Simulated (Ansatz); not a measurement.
## TiC: response to strain

Take TiC in the rock salt structure (space group Fm-3m, No. 225; a = 4.2934 Å; relaxed with 0.1 eV smearing) as the base. Axes: x, y, z lie along the cube axes.

Strains are applied to the cell and any free atomic positions relax; under biaxial strain the out-of-plane vector relaxes too.

All numbers come from Ansatz (a quantum-chemistry and plane-wave program) PBEsol, spin-orbit coupling left out.

| biaxial strain, plane normal [111], relaxed out of plane (%) | out-of-plane strain (%) |
|---|---|
| -2.5 | 1.53 |
| -2.08 | 1.27 |
| -1.67 | 1.02 |
| -1.25 | ? |
| -0.83 | 0.51 |
| -0.42 | 0.26 |
| 0 | 0.00 |

Task: Fit ε⊥ = −νε + γε² (strains in %) to the rows shown and predict the withheld row.

Result: Least squares on the printed values gives ν = 0.61 (the biaxial Poisson response) and γ = -0.001 (largest residual 0.00 %); this predicts 0.77 %, and the run gives 0.76 %, in agreement.

Stability against distortions was not tested. All final runs are without spin polarisation.
